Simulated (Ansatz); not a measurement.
fcc Ni, ferromagnetic (0 0 1) on wurtzite ZnO (1 1 0) (film strained to the substrate, faces as cut; started ferromagnetic)

A periodic stack without vacuum, fcc Ni, ferromagnetic (0 0 1) on wurtzite ZnO (1 1 0) (film strained to the substrate, faces as cut; started ferromagnetic): substrate slab Zn16O16, film Ni30, surface cells [[0, 1], [-1, 0]] and [[-3, -1], [-1, -2]], film strained by -4.9 and +2.1 %, faces OZn/OZn and Ni/Ni as cut (like faces can put a slab off its formula).

The start was prepared with a machine-learned potential, and the result is one local minimum, with the in-plane cell held and forces under 0.04 eV/Å; the film can end far from its bulk form.

The numbers are results of PBE (plane waves to 420 eV, PAW; Ansatz, a first-principles code), not measurements. No spin–orbit coupling; PBE gaps are too small against experiment. Its k-point mesh 5×5×1, Fermi–Dirac width 0.05 eV.

The interface area comes out as 30.1 Å² and the period comes out as 24.34 Å. The gaps between the outermost planes at the two interfaces comes out as 1.62 and 1.78 Å. The Ni–Zn contacts across the interfaces within 1.22 times the sum of covalent radii is 14, mean 2.61 Å and the Ni–O contacts across the interfaces within 1.22 times the sum of covalent radii comes out as 5, mean 2.03 Å.

```xyz
62
Lattice="5.6803 -0.0001 -0.0477 0.0007 5.2924 0.1339 1.1947 -1.5621 24.2952" Properties=species:S:1:pos:R:3 pbc="T T T"
Zn     5.2188     2.7618     0.9556
Zn     3.0967     0.1601     1.0633
O      4.9527     4.7529     1.1091
O      3.2971     2.1364     1.1312
Zn     2.2538     2.7803     2.6681
Zn     0.3034     0.1282     2.5784
O      2.1801     4.7684     2.7788
O      0.3778     2.1197     2.6687
Zn     5.0862     2.7367     4.2635
Zn     3.1825     0.0919     4.2729
O      5.0700     4.7404     4.3211
O      3.1985     2.0927     4.2989
Zn     2.2561     2.6901     5.9524
Zn     0.3540     0.0464     5.8783
O      2.2484     4.6960     6.0318
O      0.3637     2.0513     5.9301
Zn     5.1095     2.6500     7.5398
Zn     3.2118     0.0022     7.5423
O      5.1042    -0.6369     7.4713
O      3.2178     2.0076     7.5707
Zn     2.2846     2.6099     9.2246
Zn     6.0753    -0.0290     9.0971
O      2.2866    -0.6767     9.1983
O      6.0800     1.9680     9.1477
Zn     5.1613     2.5588    10.8251
Zn     3.2439    -0.0853    10.8491
O      5.1224    -0.7372    10.7233
O      3.2797     1.9248    10.8253
Zn     2.4702     2.4168    12.5404
Zn     6.0642    -0.1637    12.3307
O      2.3333    -0.6703    12.5725
O      6.2403     1.8333    12.2916
Ni     1.0586    -0.0286    16.1474
Ni     4.4623     0.9968    16.1638
Ni     5.6587     3.0812    16.2130
Ni     3.3067     4.1844    16.2749
Ni     2.2036     2.0255    16.1568
Ni     1.6012     3.7136    14.4862
Ni     5.0241    -0.5824    14.4886
Ni     6.0563     1.6108    14.2382
Ni     3.8930     2.6397    14.5422
Ni     2.8645     0.4788    14.2215
Ni     1.0894    -0.1495    19.7454
Ni     4.5051     0.9028    19.7405
Ni     5.6381     3.0215    19.7832
Ni     3.3762     4.0753    19.8396
Ni     2.2305     1.9684    19.7847
Ni     1.6523     3.5969    18.0400
Ni     5.0540    -0.6386    17.8956
Ni     6.1981     1.4774    17.9557
Ni     3.9213     2.5353    17.9922
Ni     2.7762     0.4267    17.9611
Ni     6.8491    -0.2279    23.1986
Ni     4.4583     0.7732    23.4793
Ni     5.6888     2.9792    23.4557
Ni     3.3610    -1.3209    23.1089
Ni     2.2628     1.8832    23.2841
Ni     1.6588     3.5020    21.5953
Ni     5.0891    -0.7170    21.5108
Ni     6.2024     1.3995    21.5655
Ni     3.9991     2.4161    21.6001
Ni     2.8171     0.3485    21.5132
```
Starting moments (μB, in the order of the record's atoms Zn Zn O O Zn Zn O O Zn Zn O O Zn Zn O O Zn Zn O O Zn Zn O O Zn Zn O O Zn Zn O O Ni Ni Ni Ni Ni Ni Ni Ni Ni Ni Ni Ni Ni Ni Ni Ni Ni Ni Ni Ni Ni Ni Ni Ni Ni Ni Ni Ni): 0.0 0.0 0.0 0.0 0.0 0.0 0.0 0.0 0.0 0.0 0.0 0.0 0.0 0.0 0.0 0.0 0.0 0.0 0.0 0.0 0.0 0.0 0.0 0.0 0.0 0.0 0.0 0.0 0.0 0.0 0.0 0.0 0.7 0.7 0.7 0.7 0.7 0.7 0.7 0.7 0.7 0.7 0.7 0.7 0.7 0.7 0.7 0.7 0.7 0.7 0.7 0.7 0.7 0.7 0.7 0.7 0.7 0.7 0.7 0.7.
